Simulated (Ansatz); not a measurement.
PBE against PBEsol: hypothetical diamond W

The parent structure is W in the diamond structure (space group Fd-3m, No. 227; a = 5.8295 Å; a hypothetical phase, not in the database extracts checked).

(Cell as relaxed with PBE.)

Levels (all Ansatz, a program for electronic structure, PAW): PBE (420 eV, without spin-orbit coupling); PBEsol (420 eV, no SOC).

Each level relaxes its own structure.

```csv
quantity,PBE,PBEsol
volume per atom,24.76 Å³,23.83 Å³
lattice parameter a,5.829 Å,5.755 Å
band gap,zero,zero
```

PBE's volume per atom lies 0.93 Å³ above PBEsol's (3.9 %); PBE's lattice parameter a lies 0.074 Å above PBEsol's (1.3 %); the two agree on the band gap. Neither level is exact; PBEsol is the comparison here, not a measurement.

Whether these cells are dynamically stable was not tested. The final runs are not spin-polarised. W has a high density of states at the Fermi level and may be magnetic at this level.
